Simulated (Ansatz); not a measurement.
Density of states of ReRh3 (I4/mmm, 4 atoms in the cell).

```
ReRh3
1.0
   -1.82672     1.82672     4.06891
    1.82672    -1.82672     4.06891
    1.82672     1.82672    -4.06891
Rh Re
3 1
Direct
  0.50000   0.50000   0.00000
  0.75000   0.25000   0.50000
  0.25000   0.75000   0.50000
  0.00000   0.00000   0.00000
```

Level of theory: PBE (plane waves, PAW; Ansatz, a first-principles code).

SCF settings: basis.ecutwfc = 30.9 Ry; kpoints.mp_grid.grid = 9 9 9; hamiltonian.xc = pbe; hamiltonian.pseudopotentials = {kind: paw} (the program's default PAW files); scf.occupations.method = methfessel_paxton; scf.occupations.width = 0.01 Ry. Keys of the DOS step: output.dos.nscf_kmesh.grid = 14 14 14; output.dos.method = {smearing: {sigma: 0.3}} eV.

The starting cell was generated: these elements placed on a structure prototype, without a prior relaxation; it need not be a known phase or ordering of this composition. Spin-orbit coupling is off. Spin polarisation is off.

Total DOS (both spins), as means of the tabulated values in each energy bin; the zero is the program's Fermi level or highest filled level, and the curve is cut to this window:

```csv
E (eV),states/eV/cell
-7.80,0.30
-7.40,0.43
-7.00,0.80
-6.60,2.10
-6.20,3.65
-5.80,5.38
-5.40,6.11
-5.00,5.03
-4.60,4.71
-4.20,5.10
-3.80,5.43
-3.40,5.63
-3.00,5.60
-2.60,4.97
-2.20,5.15
-1.80,5.85
-1.40,5.11
-1.00,4.13
-0.60,4.10
-0.20,4.97
0.20,4.18
0.60,3.00
1.00,3.27
```

Around zero the curve holds about 4.8 states/eV/cell.

Keys are those of Ansatz 0.2.
